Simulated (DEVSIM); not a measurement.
Device: Ni/SiO2/n-Si capacitor, at 250 K.

```
layer (left to right)  material  thickness (nm)  Nd (cm⁻³)
---------------------  --------  --------------  ---------
1                          SiO2            1.90          -
2                            Si            6800     7.2e15
```

Metal gate on the left, work function 5.1 eV. Fixed charge at the semiconductor interface 0 cm⁻² (in units of +e); no interface traps.

The device is made up for the run: typed textbook-type constants, with dimensions and the other settings drawn at random. Values at 300 K; Nc and Nv go as T^1.5, mobilities as T to minus their exponent, the gap by Varshni's rule with the affinity fixed.

| parameter | SiO2 | Si |
|---|---|---|
| gap (eV) | 9 | 1.124 |
| affinity (eV) | 0.9 | 4.05 |
| permittivity | 3.9 | 11.7 |
| Nc (cm⁻³) | - | 2.86e19 |
| Nv (cm⁻³) | - | 3.1e19 |
| Varshni α (eV/K) | - | 0.000473 |
| Varshni β (K) | - | 636 |

DEVSIM, 1D Poisson equation in equilibrium, Boltzmann statistics, complete ionisation; no quantum confinement or tunnelling. Metal contacts follow the ideal Schottky-Mott rule: no Fermi-level pinning, no interface dipoles.

The interface trap density was swept, all else fixed.

```json
[
 {"interface trap density (cm^-2 eV^-1)": "0", "flat-band voltage (V)": "0.88", "threshold voltage (band bending 2φF) (V)": "0.07", "minimum of the low-frequency capacitance (μF/cm²)": "0.0303"},
 {"interface trap density (cm^-2 eV^-1)": "1e10", "flat-band voltage (V)": "0.88", "threshold voltage (band bending 2φF) (V)": "0.06", "minimum of the low-frequency capacitance (μF/cm²)": "0.0318"},
 {"interface trap density (cm^-2 eV^-1)": "1e11", "flat-band voltage (V)": "0.88", "threshold voltage (band bending 2φF) (V)": "0.06", "minimum of the low-frequency capacitance (μF/cm²)": "0.0457"},
 {"interface trap density (cm^-2 eV^-1)": "3e11", "flat-band voltage (V)": "0.89", "threshold voltage (band bending 2φF) (V)": "0.05", "minimum of the low-frequency capacitance (μF/cm²)": "0.0757"},
 {"interface trap density (cm^-2 eV^-1)": "1e12", "flat-band voltage (V)": "0.91", "threshold voltage (band bending 2φF) (V)": "0.03", "minimum of the low-frequency capacitance (μF/cm²)": "0.173"},
 {"interface trap density (cm^-2 eV^-1)": "2e12", "flat-band voltage (V)": "0.95", "threshold voltage (band bending 2φF) (V)": "0.00", "minimum of the low-frequency capacitance (μF/cm²)": "0.294"}
]
```

From the first row to the last the flat-band voltage goes from 0.88 to 0.95. From the first row to the last the threshold voltage (band bending 2φF) goes from 0.07 to 0.00.
